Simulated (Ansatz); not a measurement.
## ZrSe₂ in the fluorite structure (space group Fm-3m, No. 225; a hypothetical phase, not in the database extracts checked)

```
ZrSe2
1.0
    0.00000     3.25382     3.25382
    3.25382     0.00000     3.25382
    3.25382     3.25382     0.00000
Zr Se
1 2
Direct
  0.00000   0.00000   0.00000
  0.25000   0.25000   0.25000
  0.75000   0.75000   0.75000
```

Computed with PBEsol (Ansatz, a quantum-chemistry and plane-wave program, PAW, scalar-relativistic without spin-orbit coupling), earlier PAW set. k-mesh 12×12×12 (Γ-centred); smearing 0.05 eV (Fermi–Dirac).

```yaml
volume_per_atom: 22.97 Å³
density: 6.00 g/cm³
band_gap: zero
total_energy: -4993.408 eV/atom (σ→0; compares only within this code and set-up)
```

Whether these cells are dynamically stable was not tested. The final runs are not spin-polarised.
